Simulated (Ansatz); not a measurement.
# CdSe under load (space group P6_3mc): band-edge transport data

Data:

```
CdSe
1.0
    4.24221     0.00000     0.00000
   -2.12111     3.67386     0.00000
    0.00000     0.00000     7.34197
Cd Se
2 2
Cartesian
  0.00000   2.44924   0.03888
  2.12111   1.22462   3.70986
  0.00000   2.44924   2.71436
  2.12111   1.22462   6.38535
```

The numbers are results of PBE with spin-orbit coupling, rigid bands (plane waves, PAW; Ansatz, a quantum-chemistry and plane-wave program), not measurements. Condition of this run: uniaxial stress along c of -2.8 GPa (compression positive) (the target of the relaxation). How the cell was made: cell and atoms relaxed with PBEsol, then loaded as said.

```json
{
 "band_gap": "0.37 eV",
 "hole conductivity mass (300 K, dilute)": "0.39 (x), 0.39 (y), 1.71 (z) mₑ",
 "effective density of states N_v (300 K)": "8.9e18 cm⁻³",
 "density_of_states_mass_holes": "0.50 mₑ",
 "Seebeck coefficient, p-type 1e19 cm⁻³, 300 K": "233 μV/K"
}
```

Rigid bands; masses and Seebeck coefficients take one relaxation time τ for all states and one kind of carrier; polarons and phonon drag are left out. Geometry: cell and atoms relaxed with PBEsol.
